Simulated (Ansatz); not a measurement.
What isotropic strain −1.50 % does to Tl

The parent structure is Tl in the hcp (Mg type) structure (space group P6_3/mmc, No. 194; a = 3.4761 Å, c = 5.4715 Å; relaxed with 0.1 eV smearing).

The change: an isotropic linear strain of −1.50 %; the atoms relax in the strained cell.

Computed with plane-wave PAW DFT at the PBEsol level (Ansatz, a first-principles code, 420 eV), scalar-relativistic without spin-orbit coupling. k-mesh 19×19×11 (Γ-centred); smearing 0.1 eV (Fermi–Dirac).

The volume per atom drops by 1.27 Å³ (28.63 Å³ → 27.36 Å³) and the shortest interatomic distance drops by 0.051 Å (3.393 Å → 3.342 Å). The energy rises by 7.0 meV/atom and the pressure (mean of the normal stresses, compression positive) goes from zero to 1.9 GPa. The band gap remains zero.

Final structure:

```xyz
2
Lattice="3.4239 0.0000 0.0000 -1.7120 2.9652 0.0000 0.0000 0.0000 5.3894" Properties=species:S:1:pos:R:3 pbc="T T T"
Tl     1.7120     0.9884     4.0421
Tl     0.0000     1.9768     1.3474
```

Cost of the whole job for the changed cell (relaxation, final SCF and bands): very roughly 18 core-seconds.

Whether these cells are dynamically stable was not tested.
